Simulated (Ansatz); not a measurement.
An Ansatz (a first-principles code) input (PBE (Ansatz), no SOC):

Ansatz 0.2 input:
```yaml
crystal:
  lattice:
    - [5.405553847, 0, 0]
    - [0, 3.4770130113, 0]
    - [0, 0, 5.8424565727]
  atoms:
    - { symbol: Ni, position: [0.5056091834, 0.25, 0.690257316] }
    - { symbol: Ni, position: [0.0056091834, 0.25, 0.809742684] }
    - { symbol: Ni, position: [0.4943908166, 0.75, 0.309742684] }
    - { symbol: Ni, position: [0.9943908166, 0.75, 0.190257316] }
    - { symbol: Ge, position: [0.6899856784, 0.25, 0.0872721212] }
    - { symbol: Ge, position: [0.1899856784, 0.25, 0.4127278788] }
    - { symbol: Ge, position: [0.3100143216, 0.75, 0.9127278788] }
    - { symbol: Ge, position: [0.8100143216, 0.75, 0.5872721212] }
basis: { ecutwfc: 420, ecutrho_ratio: 4, xc_grid: 2, fft_grid_basis: typed }
kpoints: { mp_grid: { grid: [9, 13, 8] } }
hamiltonian:
  xc: pbe
  dispersion: none
  pseudopotentials: { kind: paw }
scf: { occupations: { method: fermi_dirac, width: 0.05 }, convergence: { dr2_threshold: 0.0000000008 } }
output: { forces: true, stress: true }
checkpoint: { write: state.ck, write_every: 1000 }
```

Which symmetry and how many k-points will the program report, and about how many plane waves at Γ?

Space group Pnma (ITA 62) with 8 operations, k-points 175 of 936, and 2151 plane waves at Γ.

Stability against distortions was not tested. All final runs are without spin polarisation. The cell was made from NiGe (space group Pnma, No. 62; non-magnetic) by this change: non-magnetic.
